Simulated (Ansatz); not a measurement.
Worked example: self-consistent single point of the (111) slab of CaIr2 (cut from a parent of space group no. 227; 12 atoms in the cell) in Ansatz (a program for electronic structure).

Method of the run: PBEsol, default PAW files made with PBE (plane waves; Ansatz).

```
CaIr2
1.0
    5.35989     0.00000     0.00000
    2.67995     4.64180     0.00000
    0.00000     0.00000    21.11149
Ca Ir
4 8
Direct
  0.14306   0.14306   0.33157
  0.47640   0.47640   0.38340
  0.47640   0.47640   0.53887
  0.80973   0.80973   0.59069
  0.80973   0.80973   0.35748
  0.97640   0.97640   0.46113
  0.97640   0.47640   0.46113
  0.47640   0.97640   0.46113
  0.14306   0.14306   0.56478
  0.30973   0.30973   0.66843
  0.30973   0.80973   0.66843
  0.80973   0.30973   0.66843
```

Reference input (self-consistent single point, DFT, PBEsol, plane waves, default PAW files made with PBE): basis.ecutwfc = 420 eV; kpoints.mp_grid.grid = 5 5 1; hamiltonian.xc = pbesol; hamiltonian.pseudopotentials = {kind: paw} (the program's default PAW files); scf.occupations.method = fermi_dirac; scf.occupations.width = 0.1 eV. This run's input differs from it in these lines:

Ansatz 0.2 input:
```diff
@@ -20,3 +20,3 @@
 basis:
-  ecutwfc: 420.0
+  ecutwfc: 295.0
 kpoints:
```

Output, abridged:

```
SCF iter   1: F=—  HF=-101564.061769 eV  |F-HF|=—  |Δ(HF+E_count)|=         —  Δρ=2.28e-2  dr2=4.62e1  ethr=1.77e-3  ⟨swp⟩=10.8  Hψ=2641  notcnv=0  defer=4
all-band conjugate gradients solve this SCF's bands
preconditioner: auto → LDOS
SCF iter   2: F=—  HF=-101563.481491 eV  |F-HF|=—  |Δ(HF+E_count)|=   5.80e-1  Δρ=1.05e-2  dr2=4.08e0  ethr=1.77e-3  ⟨swp⟩=2.8  Hψ=823  notcnv=0  defer=8
   [... lines left out ...]
SCF iter   8: F=—  HF=-101563.307679 eV  |F-HF|=—  |Δ(HF+E_count)|=   1.38e-6  Δρ=1.45e-5  dr2=4.50e-6  ethr=9.16e-9  ⟨swp⟩=2.0  Hψ=740  notcnv=0  defer=8
SCF iter   9: F=—  HF=-101563.307683 eV  |F-HF|=—  |Δ(HF+E_count)|=   3.48e-6  Δρ=5.84e-6  dr2=4.42e-7  ethr=2.56e-9  ⟨swp⟩=2.0  Hψ=714  notcnv=0  defer=8
SCF iter  10: F=—  HF=-101563.307682 eV  |F-HF|=—  |Δ(HF+E_count)|=   3.71e-7  Δρ=2.53e-6  dr2=1.06e-7  ethr=5.68e-11  ⟨swp⟩=13.2  Hψ=2449  notcnv=0
SCF iter  11: F=-101563.307683 eV  HF=-101563.307682 eV  |F-HF|=2.23e-7  |Δ(HF+E_count)|=   5.71e-8  Δρ=1.14e-6  dr2=1.46e-8  ethr=5.68e-11  ⟨swp⟩=6.8  Hψ=2011  notcnv=0
SCF 1 converged in 11 iterations: F = -101563.307683 eV  dr2 = 1.46e-8
Free energy (F): -101563.307683 eV
Internal energy: -101562.856993 eV  (E = F + TS)
E sigma→0 (E₀):  -101563.082338 eV
Entropy (-TS):   -0.450690 eV (-37.557 meV/atom)
Fermi energy:    4.297182 eV
--- Forces (eV/Å), atoms counted from 1 ---
  atom   1  Ca    -0.00000000     0.00000000     0.12283904
  atom   2  Ca    -0.00000000     0.00000000     0.51467129
  atom   3  Ca     0.00000000    -0.00000000     0.27143568
  atom   4  Ca     0.00000000     0.00000000     0.80549937
  atom   5  Ir     0.00000000    -0.00000000     0.89931583
  atom   6  Ir    -0.37058700    -0.21395850    -0.00430134
  atom   7  Ir    -0.00000000     0.42791701    -0.00430134
  atom   8  Ir     0.37058700    -0.21395850    -0.00430134
   [... lines left out ...]
  atom  12  Ir    -0.16156116     0.09327738    -0.61886343
--- Stress (GPa, compression-positive) ---
       -5.326123       0.000000      -0.000000
        0.000000      -5.326123       0.000000
        0.000000       0.000000      -3.158408
  P = ⅓ Tr σ = -4.6036 GPa (-46.036 kbar)
  The stress holds the Pulay correction. Without it, at fixed plane waves, as pw.x and ABINIT print it: P = -10.1547 GPa
```

The run converged in 11 iterations. Against the reference run the free energy rises by 158 meV/atom and the largest force goes from 0.918 to 0.899 eV/Å.

The starting cell comes from a database of computed structures (which also holds hypothetical and non-ambient phases and stackings), without a prior relaxation at this level. The slab is cut from that crystal, and its faces are unrelaxed. Its lattice was rescaled by up to half a per cent. Spin-orbit coupling is off. Spin polarisation is off. The two faces of this cut differ, and no dipole correction was used. The cutoff lies below the one recommended for these files.
